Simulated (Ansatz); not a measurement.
Computed with PBE (plane waves to 420 eV, PAW; Ansatz, a program for electronic structure).

Host crystal: anatase TiO2, with a band gap (PBE, scalar-relativistic without spin-orbit coupling).

Planar average of the electrostatic potential across the slab, in eV from the highest filled level, for Si on the 1x1 (101) surface of anatase TiO2 (cut with top plane O), one in a 2x1 cell, started at the site 'bridge O-O (span 2.8 Å)':

```tsv
z (Å)	V (eV)
5.34	5.21
5.64	5.21
5.94	5.21
6.23	5.21
6.53	5.21
6.83	5.21
7.12	5.21
7.42	5.21
7.72	5.20
8.02	5.16
8.31	5.07
8.61	4.81
8.91	3.95
9.20	1.55
9.50	-1.07
9.80	-4.63
10.09	-7.85
10.39	-10.95
10.69	-12.52
10.98	-10.79
11.28	-6.99
11.58	-3.50
11.88	-1.34
12.17	0.45
12.47	1.62
12.77	0.67
13.06	-1.41
13.36	-3.74
13.66	-6.85
13.95	-11.01
14.25	-13.13
14.55	-10.99
14.84	-6.83
15.14	-3.74
15.44	-1.46
15.73	0.61
16.03	1.52
16.33	0.27
16.62	-1.74
16.92	-3.99
17.22	-7.28
17.52	-10.86
17.81	-12.45
18.11	-10.64
18.41	-7.21
18.70	-4.06
19.00	-1.17
19.30	0.58
19.59	2.17
19.89	2.20
20.19	1.13
20.48	0.65
20.78	1.20
21.08	2.46
21.38	3.49
21.67	4.00
21.97	4.26
22.27	4.38
22.56	4.43
22.86	4.46
23.16	4.47
23.45	4.48
23.75	4.48
24.05	4.48
24.34	4.48
24.64	4.48
24.94	4.48
```

Set-up: 37 atoms, 9.4 Å thick at the start under the adsorbate (thin: gaps and levels are the slab's own); mesh 3x4x1; 0.01 eV smearing; dipole correction on; 14 atoms held, the rest relaxed; no symmetry held; spin-polarised, no spin-orbit, no U, no dispersion correction. The starting moment vanished. At the end it is bonded to O + Ti. In PBE it is, or lies within 0.03 eV of, the lowest of the starts that converged.

Question: The surface cell has an area of 39.58 Å². What dipole along the normal does the step between the two vacuum levels imply?

Answer: the top vacuum level lies 0.73 eV below the bottom one; p = −ε₀ A ΔV (ε₀ = 0.005526 e/(V·Å)) gives 0.16 e·Å a cell.
